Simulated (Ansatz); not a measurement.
The starting structures come from a database of crystals and need not be the phases stable at ambient conditions.

 Where the default PAW files enter, the runs use the earlier of Ansatz's two default sets.

Consider the following.

```
N2OSi2
1.0
    4.85861     0.00000     0.00000
    0.00000     5.22786     0.00000
    0.00000     2.33038     4.67973
Si N O
4 4 2
Direct
  0.27070   0.02668   0.32758
  0.77070   0.97332   0.67242
  0.27070   0.67242   0.97332
  0.77070   0.32758   0.02668
  0.61502   0.09564   0.34288
  0.11502   0.90436   0.65712
  0.61502   0.65712   0.90436
  0.11502   0.34288   0.09564
  0.22129   0.79128   0.20872
  0.72129   0.20872   0.79128
```

Space group of this cell: Cmc2_1. The cell is taken as given; by PBEsol its mean pressure is 2.2 GPa.

Level of theory: PBEsol (plane waves, PAW; Ansatz, a first-principles code).

The current runs along the normal of the first two printed vectors; no spin-orbit coupling. Scaled by the factor s: all lengths (ions clamped). The meshes follow the cell: 6×8×8 and 6×6 across at s = 0.98, 6×6×6 and 6×6 across at s = 1.00, 6×6×6 and 6×6 across at s = 1.02.

```
s     mean pressure (GPa)  slowest mid-gap decay constant κ (1/Å)
----  -------------------  --------------------------------------
0.98                 17.4                                       ?
1.00                  2.2                                   0.433
1.02                 -9.5                                   0.408
```

Task: Take the slope of the slowest mid-gap decay constant κ against ln s from the two given rows, extrapolate to s = 0.98, and say what the run there gives.

Result: Slope = (0.408 − 0.433) / ln 1.02 = -1.26 1/Å. The line gives 0.433 + (-1.26) × ln 0.98 = 0.459 1/Å. The run gives 0.458 1/Å, 0.001 1/Å under the line, 2 % of the predicted step.
